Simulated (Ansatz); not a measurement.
The starting structures come from a database of crystals and need not be the phases stable at ambient conditions.

 Where the default PAW files enter, the runs use the earlier of Ansatz's two default sets.

Tunnelling through a barrier is set by its complex band structure: the current falls as exp(−2κd) with the smallest κ.

Consider the following.

```
CdF2
1.0
    3.85039     0.00000     0.00000
   -1.92519     3.33453     0.00000
    1.92519     1.11151     3.14383
Cd F
1 2
Direct
  0.00000   0.00000   0.00000
  0.50000   0.75000   0.75000
  0.50000   0.25000   0.25000
```

Space group of this cell: Fm-3m, fluorite. The cell was relaxed by PBE-D3(BJ); by r2SCAN its mean pressure is -3.1 GPa.

Transport runs along the normal of the first two printed cell vectors, the (111) plane of the conventional cell.

The gap is the functional's own. No spin-orbit coupling. Mid-gap values are interpolated on the energy grid.

**Question.** Give the band gap and the smallest decay constant κ at mid-gap that r2SCAN in Ansatz (an electronic-structure program) yields.

**Answer.** Gap 3.67 eV on a 12×12×12 mesh; κ = 0.378 1/Å, at the zone centre.
